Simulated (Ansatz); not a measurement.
The reference is TiSi2 (space group Fddd, No. 70).

```
TiSi2
1.0
    0.00000     4.11477     4.26030
    2.38957     0.00000     4.26030
    2.38957     4.11477     0.00000
Si Ti
4 2
Cartesian
  2.38957   5.45233   4.26030
  2.38957   2.77722   4.26030
  3.58435   4.83461   6.39045
  3.58435   7.50971   6.39045
  0.00000   0.00000   0.00000
  1.19478   2.05739   2.13015
```

Cartesian axes are those of the cell as printed.

Method: Ansatz (a quantum-chemistry and plane-wave program) r2SCAN, scalar-relativistic without spin-orbit coupling.

Before the change:

```
Item       Result
--------  -------
Pressure  0.0 GPa
Band gap     zero
```

It is then changed as follows: uniaxial strain ε_zz = −0.66 %, all other strain components held at zero, atoms relaxed at fixed cell.

Problem. What does the calculation give for the pressure after the change?

Solution. The pressure (mean of the normal stresses, compression positive) goes from zero to 1.2 GPa.

Problem. Estimate the effect on the band gap.

Solution. The band gap is still zero.

Problem. Estimate the effect on the energy relative to the base.

Solution. The energy increases by 0.8 meV/atom.

Without a gap, meshes like the base's 13×13×13 leave anisotropic stresses uncertain by several tenths of a GPa, and small strain energies with them. Stability against distortions was not tested. The final runs are not spin-polarised.
